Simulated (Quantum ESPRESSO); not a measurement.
Quantum ESPRESSO run on IrOs (P1, 2 atoms in the cell): self-consistent single point.

Method of the run: PBEsol, GBRV 1.5 ultrasoft (PBESOL) pseudopotentials (plane waves; Quantum ESPRESSO).

The change in words: atoms moved at random. Reference geometry:
```
IrOs
1.0
    2.80809     0.00000     0.00000
   -1.40405     2.43188     0.00000
    0.00000     0.00000     4.46336
Os Ir
1 1
Direct
  0.33333   0.66667   0.00000
  0.66667   0.33333   0.50000
```

Reference input (self-consistent single point, DFT, PBEsol, plane waves, GBRV 1.5 ultrasoft (PBESOL) pseudopotentials): ecutwfc = 40 Ry; ecutrho = 320 Ry; occupations = smearing; smearing = fd; degauss = 0.0073499 Ry; potentials = {Os: os_pbesol_v1.2.uspp.F.UPF, Ir: ir_pbesol_v1.2.uspp.F.UPF}; K_POINTS = automatic 13 13 8 0 0 0; conv_thr = 1e-10 Ry; mixing_beta = 0.7. This run's input differs from it in these lines:

```diff
@@ -26,4 +26,4 @@
 ATOMIC_POSITIONS bohr
-Os    0.000000000    3.063727050    0.000000000
-Ir    2.653265456    1.531863525    4.217264943
+Os   -0.081049921    3.055465958   -0.037761390
+Ir    2.734314218    1.540124990    4.255026333
 K_POINTS automatic
@@ -31,4 +31,4 @@
 CELL_PARAMETERS angstrom
-   2.808095227     0.000000000     0.000000000
-  -1.404047614     2.431881803     0.000000000
+   2.808095000     0.000000000     0.000000000
+  -1.404048000     2.431882000     0.000000000
    0.000000000     0.000000000     4.463361000
```

The program printed (abridged):

```
     Self-consistent Calculation

     iteration #  1     ecut=    40.00 Ry     beta= 0.70

     negative rho (up, down):  3.901E-01 0.000E+00

     total energy              =    -378.00719552 Ry
     estimated scf accuracy    <       3.45036924 Ry

     iteration #  2     ecut=    40.00 Ry     beta= 0.70

     negative rho (up, down):  4.259E-01 0.000E+00

     total energy              =    -377.72984085 Ry
     estimated scf accuracy    <      24.72533459 Ry

     iteration #  3     ecut=    40.00 Ry     beta= 0.70

     negative rho (up, down):  4.428E-01 0.000E+00

     total energy              =    -380.15443605 Ry
     estimated scf accuracy    <       0.29165872 Ry

   [... 7 blocks of this kind left out ...]

     iteration # 11     ecut=    40.00 Ry     beta= 0.70

     negative rho (up, down):  4.407E-01 0.000E+00

     total energy              =    -380.20946747 Ry
     estimated scf accuracy    <       0.00000005 Ry

     iteration # 12     ecut=    40.00 Ry     beta= 0.70

     negative rho (up, down):  4.407E-01 0.000E+00
     End of self-consistent calculation

     Number of k-points >= 100: set verbosity='high' to print the bands.

     the Fermi energy is    23.2340 ev

!    total energy              =    -380.20946748 Ry
     estimated scf accuracy    <          6.5E-11 Ry
     smearing contrib. (-TS)   =      -0.00473315 Ry
     internal energy E=F+TS    =    -380.20473432 Ry

     convergence has been achieved in  12 iterations

     negative rho (up, down):  4.407E-01 0.000E+00

     Forces acting on atoms (cartesian axes, Ry/au):

     atom    1 type  1   force =     0.01916402    0.00064485    0.01345605
     atom    2 type  2   force =    -0.01916402   -0.00064485   -0.01345605

     Total force =     0.033128     Total SCF correction =     0.000046

     negative rho (up, down):  4.407E-01 0.000E+00
          total   stress  (Ry/bohr**3)                   (kbar)     P=     -283.80
  -0.00194399   0.00000346   0.00003640         -285.97        0.51        5.36
   0.00000346  -0.00195137   0.00000681            0.51     -287.06        1.00
   0.00003640   0.00000681  -0.00189244            5.36        1.00     -278.39

   JOB DONE.
```

The run converged in 12 iterations. Against the reference run the free energy rises by 14.1 meV/atom, the pressure goes from -28.98 to -28.38 GPa and the largest force goes from 0.000 to 0.602 eV/Å.

The starting cell comes from a database of computed structures (which also holds hypothetical and non-ambient phases and stackings), without a prior relaxation at this level. Its lattice was rescaled by a random factor within 2.5 % of one. For this run, on top of that: atoms moved at random. Spin polarisation is off. With a pressure of about -28 GPa the cell is away from its equilibrium volume at this level.

Cost on one core of a shared machine: roughly 4 min.
